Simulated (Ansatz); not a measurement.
Response to strain in Pt

Start from Pt in the fcc (Cu type) structure (space group Fm-3m, No. 225; a = 3.9415 Å; relaxed with 0.1 eV smearing). Axes: x, y, z lie along the cube axes.

Strains are applied to the cell and any free atomic positions relax; under stress the whole cell relaxes.

Calculations: r2SCAN (Ansatz, an electronic-structure program, PAW, spin-orbit coupling left out), earlier PAW set.

Candidates:
(a) isotropic strain +1.49 %
(b) uniaxial stress, 1 GPa tension along x
(c) tensor shear ε_xy = −3.18 %

Notes on the quantities. energy relative to the base: free energy F.

Question: Order them by energy relative to the base, highest first.

Answer: (a) isotropic strain +1.49 % (+24 meV/atom), (c) tensor shear ε_xy = −3.18 % (+15 meV/atom), (b) uniaxial stress, 1 GPa tension along x (+0.3 meV/atom)

Stability under load was not tested beyond the relaxation. The final runs are not spin-polarised. Pt lies near a magnetic instability that expansion can trigger; it was not tested.
